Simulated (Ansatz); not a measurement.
**Zr (space group P6/mmm, No. 191; a cell from a computed database, its experimental status unchecked)**

Zr is taken in the hexagonal space group P6/mmm (No. 191), Pearson symbol hP3. Lattice parameters: a = b = 4.973 Å, c = 3.111 Å, α = β = 90.00°, γ = 120.00°. Zr1 on 1b is coordinated by 14 Zr at 3.111–3.265 Å. Zr2 on 2c is coordinated by 3 Zr at 2.871 Å and 8 Zr at 3.111–3.265 Å. (Neighbours: up to the widest gap in distance over summed covalent radii, below 1.35, at either atom.)

Level of theory: PBEsol in Ansatz (plane waves to 420 eV, PAW, no spin-orbit coupling). Γ-centred 11×11×15 mesh, Fermi–Dirac width 0.05 eV.

Volume per atom: 22.20 Å³
Density: 6.82 g/cm³
Band gap: zero
Total energy: -4128.645 eV/atom (σ→0; compares only within this code and set-up)

No phonon test of stability was made. The base started in Ibam and relaxed to P6/mmm at this level. The final runs are not spin-polarised. This is not the structure that Zr has at room temperature and ambient pressure.

Ansatz is a quantum-chemistry and plane-wave program.
